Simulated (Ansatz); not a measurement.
Base system: GaSb in the zinc blende structure (space group F-43m, No. 216; a = 6.111 Å). Axes: x, y, z lie along the cube axes.

Perturbation: compressive biaxial strain of 1.63 % in the plane normal to [110], as in epitaxy on a mismatched substrate; the out-of-plane cell vector and the atoms relax.

Levels (all Ansatz, a first-principles code, PAW): PBEsol (420 eV, no spin-orbit coupling); r2SCAN (500 eV, no spin-orbit coupling).

The geometry is relaxed with PBEsol.

```
Quantity                          Value
--------------------------  -----------
PBEsol band gap                 0.09 eV
PBEsol gap character        direct at Γ
PBEsol smallest direct gap      0.09 eV
PBEsol pressure               12.3 kbar
```

Problem. Predict the band gap, gap character, smallest direct gap and pressure from r2SCAN.

Solution. The band gap grows by 0.43 eV to 0.52 eV; the gap character goes from direct at Γ to indirect, Γ → R; the smallest direct gap rises by 0.47 eV to 0.56 eV; the pressure grows by 6.8 kbar, from 12.3 kbar to 19.1 kbar.

Single points use the geometry relaxed with PBEsol. Their cutoffs differ, which shifts pressures a little. Spin-orbit coupling, missing from the scalar runs, can matter with Sb. Stability against distortions was not tested. All final runs are without spin polarisation. A zero or small gap of GaSb can be the functional's error rather than a property of the material. k-point labels follow each cell's own Brillouin zone.
